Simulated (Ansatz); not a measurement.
Start from BN in the wurtzite structure (space group P6_3mc, No. 186; a = 2.523 Å, c = 4.175 Å). Axes: x lies along a and z along c of the hexagonal cell.

Calculations: LDA (Ansatz, a quantum-chemistry and plane-wave program; PAW; 420 eV plane waves; no spin-orbit coupling).

Strains are applied to the cell and any free atomic positions relax.

One change was made to it. Results:

```csv
quantity,base,after
band gap,4.93 eV,4.95 eV
electron mass,"0.30 mₑ along c, 0.50 mₑ across (at K)","0.30 mₑ along z, 0.50 mₑ across (at K)"
energy relative to the base (free energy F),0 meV/atom,+0.7 meV/atom
```

Which of these changes matches the shifts?
(A) uniaxial strain ε_zz = −1.80 %
(B) uniaxial strain ε_zz = −1.20 %
(C) uniaxial strain ε_zz = −0.60 %

C, uniaxial strain ε_zz = −0.60 %. For comparison, the energy relative to the base in the other runs: uniaxial strain ε_zz = −1.80 % gives +6.6 meV/atom; uniaxial strain ε_zz = −1.20 % gives +2.9 meV/atom.

Effective masses come from finite differences of ±0.01 Å⁻¹. No phonon test of stability was made.
